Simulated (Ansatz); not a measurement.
The reference is MoS₂ in the 3R-MoS2 type structure (space group R3m, No. 160; layered, stacked along the Cartesian z axis).

```
MoS2
1.0
    1.55780     0.89940     5.78545
   -1.55780     0.89940     5.78545
    0.00000    -1.79879     5.78545
Mo S
1 2
Direct
  0.00004   0.00004   0.00004
  0.75647   0.75647   0.75647
  0.57679   0.57679   0.57679
```

Cartesian axes are those of the cell as printed.

Level of theory: PBEsol-D3(BJ) (Ansatz, a quantum-chemistry and plane-wave program), no SOC.

For the base:

The hole mass is 1.1 mₑ along k, 0.46 mₑ across (at T) and the pressure comes out as 0.00 GPa.

It is then changed as follows: compressive biaxial strain of 3.39 % in the plane normal to [001], as in epitaxy on a mismatched substrate; the out-of-plane cell vector and the atoms relax.

Problem. Estimate the effect on the hole mass and pressure.

Solution. The hole mass goes from 1.1 mₑ along k, 0.46 mₑ across (at T) to 0.85 mₑ along k, 0.79 mₑ across (at T); the pressure (mean of the normal stresses, compression positive) goes from zero to 7.81 GPa.

The levels and masses belong to the bands next to the band gap. Effective masses come from finite differences of ±0.01 Å⁻¹. Along k means along the line from Γ to the band edge. Whether these cells are dynamically stable was not tested.
